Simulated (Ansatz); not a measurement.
**ZnSe, pressure series**

Take ZnSe in the zinc blende structure (space group F-43m, No. 216) as the base.

```
CELL_PARAMETERS angstrom
      0.00000     2.83304     2.83304
      2.83304     0.00000     2.83304
      2.83304     2.83304     0.00000
ATOMIC_POSITIONS crystal
  Se 0.75000 0.75000 0.75000
  Zn 0.00000 0.00000 0.00000
```

Cell and atoms are relaxed at each pressure.

Computed with r2SCAN (Ansatz, a program for electronic structure; PAW; 500 eV plane waves; scalar-relativistic without spin-orbit coupling), earlier PAW set.

```csv
case,width of the top valence band,band gap,density
base,2.71 eV,1.86 eV,5.27 g/cm³
pressure −2 GPa,2.56 eV,1.72 eV,5.10 g/cm³
pressure −1 GPa,2.63 eV,1.80 eV,5.19 g/cm³
pressure 0.3 GPa,2.73 eV,1.88 eV,5.30 g/cm³
pressure 0.7 GPa,2.76 eV,1.91 eV,5.33 g/cm³
pressure 1.5 GPa,2.81 eV,1.96 eV,5.39 g/cm³
pressure 3 GPa,2.92 eV,2.05 eV,5.50 g/cm³
pressure 5 GPa,3.04 eV,2.15 eV,5.63 g/cm³
pressure 7.5 GPa,3.19 eV,2.28 eV,5.79 g/cm³
pressure 10 GPa,3.33 eV,2.39 eV,5.93 g/cm³
```

Load acts through the strain it causes; cell and atoms are relaxed under it. No phonon test of stability was made. Tetrahedral semiconductors of this kind turn to denser phases somewhere between about 1 and 50 GPa; those were not computed, so compressed cells here can lie past the real transition.
